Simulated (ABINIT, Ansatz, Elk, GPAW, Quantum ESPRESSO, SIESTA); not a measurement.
SnSe2 (P-3m1, 3 atoms in the cell) computed with different codes at matched settings

Self-consistent single point.

```xyz
3
Lattice="3.8258 0.0000 0.0000 -1.9129 3.3132 0.0000 0.0000 0.0000 6.4586" Properties=species:S:1:pos:R:3 pbc="T T T"
Sn     0.0000     0.0000     0.0000
Se     1.9129     1.1044     4.8898
Se     0.0000     2.2088     1.5688
```

Shared settings, as Ansatz (a quantum-chemistry and plane-wave program) writes them: kpoints.mp_grid.grid = 3 3 2; scf.occupations.method = fixed. Potentials and cutoffs stand in the table.

```csv
code,model,pressure (GPa),largest force (eV/Å),gap on the mesh (eV),cutoff
Ansatz,"PBE, PAW files",3.94,0.242,1.199,30.9 Ry
ABINIT,"PBE, PAW (JTH v2.0 PBE PAW)",3.83,0.245,1.194,40 Ry
GPAW,"PBE, GPAW PAW datasets PBE (gpaw-data 1.0.1)",3.71,0.219,1.209,550 eV
Elk,"PBE, all-electron FP-LAPW, Elk's shipped species files, APW+lo basis with extra local orbitals",–,0.118,1.204,rgkmax 8
Quantum ESPRESSO,"PBE, SSSP 1.1.2 efficiency (PBE) pseudopotentials",4.06,0.265,1.192,40 Ry
SIESTA,"GGA PBE, numerical atomic orbitals DZP, PseudoDojo PBE standard norm-conserving potentials (rewritten from UPF to PSML)",6.09,0.941,1.241,grid 350 Ry
```

A dash marks a value that a program does not give, or that is left out as unsure.

Gaps are read on the mesh. Another mesh or the band path gives a smaller gap, so these values are not converged in the mesh.

The spread over the programs that give each value: pressure within 2.38 GPa; largest force within 0.823 eV/Å; gap on the mesh within 0.049 eV.

SIESTA uses small atom-centred bases, whose incompleteness enters pressures, forces and empty levels differently from a plane-wave cutoff. Elk treats all electrons, but the usual bases taken here (sphere radii, linearisation, local orbitals, empty states) were not tested for convergence, so the values are no reference for the others. Ansatz's pressure is given at a fixed set of plane waves, as the other plane-wave codes print theirs. In the pressure, SIESTA (by 2.20) lies more than 1 GPa from the median of the plane-wave programs. In the force vectors, Elk (by 0.126) and SIESTA (by 0.697) lie more than 0.08 eV/Å from the median of the plane-wave programs.

On the base mesh (7 7 4) the same programs gave: Ansatz pressure 2.71 GPa, gap on the mesh 0.832 eV; Quantum ESPRESSO pressure 2.82 GPa, gap on the mesh 0.826 eV; ABINIT pressure 2.59 GPa, gap on the mesh 0.827 eV; GPAW pressure 2.48 GPa, gap on the mesh 0.843 eV; Elk gap on the mesh 0.833 eV; SIESTA pressure 5.10 GPa, gap on the mesh 0.893 eV.

The values differ from the base mesh's, so the mesh still matters here: the table compares the programs at equal settings.

The starting cell comes from a database of computed structures (which also holds hypothetical and non-ambient phases and stackings), without a prior relaxation at this level. Its lattice was rescaled by a random factor within 2.5 % of one.

Keys are those of Ansatz 0.2.
